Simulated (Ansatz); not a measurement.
## Response to strain in HfO2

The parent structure is HfO$_{2}$ (space group P2_1/c, No. 14).

```
HfO2
1.0
    5.11418     0.00000     0.00000
    0.00000     5.18192     0.00000
   -0.87081     0.00000     5.22378
Hf O
4 8
Direct
  0.27620   0.04186   0.20826
  0.72380   0.54186   0.29174
  0.72380   0.95814   0.79174
  0.27620   0.45814   0.70826
  0.07004   0.33376   0.34403
  0.92996   0.83376   0.15597
  0.92996   0.66624   0.65597
  0.07004   0.16624   0.84403
  0.44797   0.75767   0.47848
  0.55203   0.25767   0.02152
  0.55203   0.24233   0.52152
  0.44797   0.74233   0.97848
```

Cartesian axes are those of the cell as printed.

Strains are applied to the cell and any free atomic positions relax; under biaxial strain the out-of-plane vector relaxes too.

Level of theory: r2SCAN (Ansatz, a first-principles code, PAW, spin-orbit coupling left out), earlier PAW set.

Candidates:
(a) uniaxial strain ε_yy = −2.71 %
(b) isotropic strain +2.18 %
(c) biaxial strain −0.62 %, plane normal [001], relaxed out of plane
(d) uniaxial strain ε_xx = −1.30 %
(e) tensor shear ε_xz = −3.28 %

Notes on the quantities. energy relative to the base: free energy F.

Problem. Order them by energy relative to the base, highest first.

Solution. (b) isotropic strain +2.18 % (+32 meV/atom), (e) tensor shear ε_xz = −3.28 % (+16 meV/atom), (a) uniaxial strain ε_yy = −2.71 % (+12 meV/atom), (d) uniaxial strain ε_xx = −1.30 % (+2.1 meV/atom), (c) biaxial strain −0.62 %, plane normal [001], relaxed out of plane (+1.2 meV/atom)

Stability against distortions was not tested.
